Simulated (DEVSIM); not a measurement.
Device: Pt/La2O3/n-InP capacitor, at 300 K.

Layer 1 from the left is La2O3, thickness (nm) 11.0. Layer 2 from the left is InP, thickness (nm) 5100, Nd (cm⁻³) 1.5e16.

Metal gate on the left, work function 5.6 eV. Fixed charge at the semiconductor interface 0 cm⁻² (in units of +e); interface traps 1e11 cm⁻² eV⁻¹, uniform in energy, neutral level at 0.3 of the gap above the valence band.

Constants are typed, rounded textbook-type inputs, not results; the design itself was drawn at random and stands for no fabricated device. Values at 300 K.

La2O3: gap (eV) 5.8, affinity (eV) 1.8, permittivity 27. InP: gap (eV) 1.344, affinity (eV) 4.38, permittivity 12.5, Nc (cm⁻³) 5.7e17, Nv (cm⁻³) 1.1e19.

DEVSIM, 1D Poisson equation in equilibrium, Boltzmann statistics, complete ionisation; no quantum confinement or tunnelling. Metal contacts follow the ideal Schottky-Mott rule: no Fermi-level pinning, no interface dipoles.

Task: What does the simulation give for the minimum of the low-frequency capacitance, the threshold voltage (band bending 2φF), the flat-band voltage?

Result: minimum of the low-frequency capacitance 0.0530 μF/cm²; threshold voltage (band bending 2φF) 0.01 V; flat-band voltage 1.13 V.
